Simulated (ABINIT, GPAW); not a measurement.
A GPAW input for a self-consistent single point of KMgF₃ (Pm-3m, 5 atoms in the cell) (DFT PBE, plane waves, GPAW PAW datasets PBE (gpaw-data 1.0.1)):

```python
from ase import Atoms
from ase.units import GPa
from gpaw import GPAW

atoms = Atoms(['K', 'Mg', 'F', 'F', 'F'],
              cell=[[3.910200, 0.000000, 0.000000],
                    [0.000000, 3.910200, 0.000000],
                    [0.000000, 0.000000, 3.910200]],
              positions=[[0.000000, 0.000000, 0.000000],
                         [1.955100, 1.955100, 1.955100],
                         [1.955100, 0.000000, 1.955100],
                         [0.000000, 1.955100, 1.955100],
                         [1.955100, 1.955100, 0.000000]],
              pbc=True)

calc = GPAW(mode={'name': 'pw', 'ecut': 950},
            xc='PBE',
            kpts={'size': (4, 4, 4), 'gamma': True},
            occupations={'name': 'fermi-dirac', 'width': 0.05},
            nbands=-8,
            convergence={'density': 1e-05, 'bands': -6},
            symmetry={'symmorphic': False, 'tolerance': 0.0005},
            maxiter=100,
            txt='-')

atoms.calc = calc

energy = atoms.get_potential_energy()
print('Energy (eV):', round(energy, 6))
forces = atoms.get_forces()
print('Forces (eV/Ang):')
print(forces.round(5))
stress = atoms.get_stress()
print('Stress (GPa, Voigt):', (stress / GPa).round(4))
```

Question: Give the ABINIT input for the same structure, mesh, smearing and functional.

Answer: This is the input that was run; spellings and numerical settings could be chosen otherwise.

```
# KMgF3, JTH v2.0 PBE PAW
pp_dirpath "./"
pseudos "K.GGA_PBE-JTH.xml, Mg.GGA_PBE-JTH.xml, F.GGA_PBE-JTH.xml"
acell 3.9102000000 3.9102000000 3.9102000000 Angstrom
rprim
         1.0000000000    0.0000000000    0.0000000000
         0.0000000000    1.0000000000    0.0000000000
         0.0000000000    0.0000000000    1.0000000000
natom 5
ntypat 3
znucl 19 12 9
typat 1 2 3 3 3
xcart
         0.0000000000    0.0000000000    0.0000000000
         1.9551000000    1.9551000000    1.9551000000
         1.9551000000    0.0000000000    1.9551000000
         0.0000000000    1.9551000000    1.9551000000
         1.9551000000    1.9551000000    0.0000000000
      Angstrom
ecut 48 Ry
pawecutdg 96 Ry
pawxcdev 0
occopt 3
tsmear 0.05 eV
nband 27
kptopt 1
ngkpt 4 4 4
nshiftk 1
shiftk 0 0 0
nstep 80
tolvrs 1.0e-10
prtwf 0
prtden 0
enunit 1
```

Basis settings and potentials, where a program has them, do not carry over. This input uses DFT, PBE, plane waves, PAW (JTH v2.0 PBE PAW).

The starting cell has typed, rounded lattice constants, without a prior relaxation at this level. For this run, on top of that: lattice scaled by 0.98.
